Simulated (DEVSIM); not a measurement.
Structure: abrupt Si p-n junction, at 300 K.

```tsv
layer (left to right)	material	thickness (μm)	Nd (cm⁻³)	Na (cm⁻³)	τn (s)	τp (s)
1	Si	51.0	-	1.2e16	2.8e-5	2.8e-5
2	Si	1.40	5.4e16	-	2.8e-5	2.8e-5
```

Left contact: ohmic. Right contact: ohmic. Voltage is applied to the left contact. Recombination: SRH at mid-gap, radiative, Auger. Gap narrowing is on: ΔEg = 6.92 meV × (l + √(l² + 0.5)), l = ln(N/1.3e17 cm⁻³), shared equally by both band edges. Mobility is μmin + (μ − μmin)/(1 + (N/Nref)^α).

This is a model device: material constants are rounded textbook-type values typed into the input, and sizes, dopings and lifetimes were drawn at random. Values at 300 K.

```
parameter           Si
-------------  -------
gap (eV)         1.124
affinity (eV)     4.05
permittivity      11.7
Nc (cm⁻³)      2.86e19
Nv (cm⁻³)       3.1e19
μn (cm²/Vs)       1417
μp (cm²/Vs)        470
μn,min              52
μp,min              45
Nref,n          9.7e16
Nref,p          2.2e17
αn                0.68
αp                0.72
B (cm³/s)      4.7e-15
Cn (cm⁶/s)     2.8e-31
Cp (cm⁶/s)     9.9e-32
```

Simulated with DEVSIM: 1D drift-diffusion, Boltzmann statistics, complete ionisation; no tunnelling, impact ionisation, image-force lowering or self-heating.

**Question.** Tabulate band edges, carrier densities and field at 0.9 V on the left contact.

**Answer.** Energies count from the Fermi level of the right contact; mesh points crowd at the junctions.

```csv
x (μm),Ec (eV),Ev (eV),n (cm⁻³),p (cm⁻³),field (V/cm)
0.000,0.020,-1.103,10000,1.2e16,77
0.03490,0.020,-1.103,4.0e13,1.2e16,77
0.1265,0.021,-1.102,1.4e14,1.2e16,76
0.3452,0.023,-1.101,3.8e14,1.2e16,73
1.231,0.029,-1.095,1.2e15,1.3e16,65
3.054,0.040,-1.084,2.5e15,1.5e16,55
7.841,0.063,-1.061,4.7e15,1.7e16,43
25.50,0.127,-0.996,8.2e15,2.0e16,33
41.03,0.176,-0.948,9.4e15,2.1e16,30
46.95,0.193,-0.930,9.6e15,2.2e16,30
49.36,0.201,-0.923,9.7e15,2.2e16,29
50.53,0.204,-0.919,9.8e15,2.2e16,29
50.83,0.205,-0.918,9.8e15,2.2e16,21
50.95,0.203,-0.921,1.1e16,2.0e16,-1100
51.00,0.178,-0.945,2.9e16,7.7e15,-10000
51.04,0.162,-0.961,5.3e16,4.1e15,-1400
51.12,0.160,-0.963,5.8e16,3.5e15,10
51.34,0.160,-0.962,5.7e16,3.0e15,19
51.97,0.161,-0.961,5.5e16,1.2e15,20
52.23,0.162,-0.960,5.4e16,4.8e14,21
52.34,0.162,-0.960,5.4e16,1.6e14,21
52.40,0.162,-0.960,5.4e16,2300,21
```
